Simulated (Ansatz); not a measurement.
Seebeck coefficient (μV/K, mean over directions) of p-type SiC (F-43m) against carrier density, Ansatz (a quantum-chemistry and plane-wave program) with PBEsol, rigid bands. Computed gap 1.24 eV; densities at which minority carriers matter at this gap, or further valleys turn the trend, are left out. Conductivity mass 0.68 mₑ (harmonic mean over directions), N_v = 1.6e20 cm⁻³ at 300 K.

| hole density | 300 K | 500 K | 800 K |
|---|---|---|---|
| 1e18 cm⁻³ | 640 | 699 | 754 |
| 3e18 cm⁻³ | 545 | 604 | 659 |
| 1e19 cm⁻³ | ___ | 501 | ___ |
| 3e19 cm⁻³ | 348 | 407 | 461 |
| 1e20 cm⁻³ | 247 | 304 | 358 |
| 3e20 cm⁻³ | 160 | ___ | 265 |
| 1e21 cm⁻³ | 81 | 123 | 169 |

Problem. Some entries are withheld; supply them.

Solution. 
- 1e19 cm⁻³, 300 K: 442
- 1e19 cm⁻³, 800 K: 555
- 3e20 cm⁻³, 500 K: 213

Rigid bands with a gap fixed in temperature, one relaxation time for all states, no polarons or phonon drag, and whether or not such doping can be reached. Spin-orbit coupling is left out; where it splits the top of the valence band, N_v and the p-type Seebeck coefficient come out somewhat high without it.
